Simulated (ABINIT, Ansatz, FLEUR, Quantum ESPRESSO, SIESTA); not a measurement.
## H4BrN (P-43m, 6 atoms in the cell) computed with different codes at matched settings

Self-consistent single point.

```yaml
crystal:
  lattice:
    - [4.00010, 0.00000, 0.00000]
    - [0.00000, 4.00010, 0.00000]
    - [0.00000, 0.00000, 4.00010]
  atoms:
    - { symbol: H, position: [0.14921, 0.14921, 0.85079] }
    - { symbol: H, position: [0.14921, 0.85079, 0.14921] }
    - { symbol: H, position: [0.85079, 0.85079, 0.85079] }
    - { symbol: H, position: [0.85079, 0.14921, 0.14921] }
    - { symbol: Br, position: [0.50000, 0.50000, 0.50000] }
    - { symbol: N, position: [0.00000, 0.00000, 0.00000] }
```

Shared settings, as Ansatz (an electronic-structure program) writes them: kpoints.mp_grid.grid = 4 4 4; magnetization.spin_orbit = true; scf.occupations.method = fixed. Potentials and cutoffs stand in the table.

```
code                                                                                                                                                                         model  pressure (GPa)  largest force (eV/Å)  gap on the mesh (eV)           cutoff
----------------  ----------------------------------------------------------------------------------------------------------------------------------------------------------------  --------------  --------------------  --------------------  ---------------
ABINIT                                                                         PBEsol, spin-orbit coupling, norm-conserving pseudopotentials (PseudoDojo nc-fr-04 PBEsol standard)            0.93                 0.413                 4.005            84 Ry
FLEUR                                                                 PBEsol, all-electron FLAPW (FLEUR), scalar-relativistic valence with spin-orbit coupling in second variation               –                     –                 4.001  Kmax 4.8 1/bohr
Ansatz                                                                                                            PBEsol with spin-orbit coupling, default PAW files made with PBE            0.84                 0.477                 3.995           420 eV
Quantum ESPRESSO                                                              PBEsol, spin-orbit coupling, PseudoDojo fully relativistic norm-conserving (PBESOL) pseudopotentials            0.93                 0.413                 4.005            85 Ry
SIESTA            GGA PBEsol with spin-orbit coupling, numerical atomic orbitals DZP, PseudoDojo PBEsol fully relativistic norm-conserving potentials (rewritten from UPF to PSML)               –                 1.066                 4.139      grid 400 Ry
```

A dash marks a value that a program does not give, or that is left out as unsure.

Gaps are read on the mesh.

The spread over the programs that give each value: pressure within 0.09 GPa; largest force within 0.653 eV/Å; gap on the mesh within 0.144 eV.

SIESTA uses small atom-centred bases, whose incompleteness enters pressures, forces and empty levels differently from a plane-wave cutoff. FLEUR treats all electrons, but the usual bases taken here (sphere radii, linearisation, local orbitals, empty states) were not tested for convergence, so the values are no reference for the others. Ansatz's pressure is given at a fixed set of plane waves, as the other plane-wave codes print theirs; with its correction for the finite basis it is 1.17 GPa (the shift of 0.33 GPa shows how far the cutoff is from converged). In the gap, SIESTA (by 0.134) lies more than 0.12 eV from the median of the plane-wave programs. In the force vectors, SIESTA (by 0.653) lies more than 0.08 eV/Å from the median of the plane-wave programs.

The starting cell comes from a database of computed structures (which also holds hypothetical and non-ambient phases and stackings), without a prior relaxation at this level.

Keys are those of Ansatz 0.2.
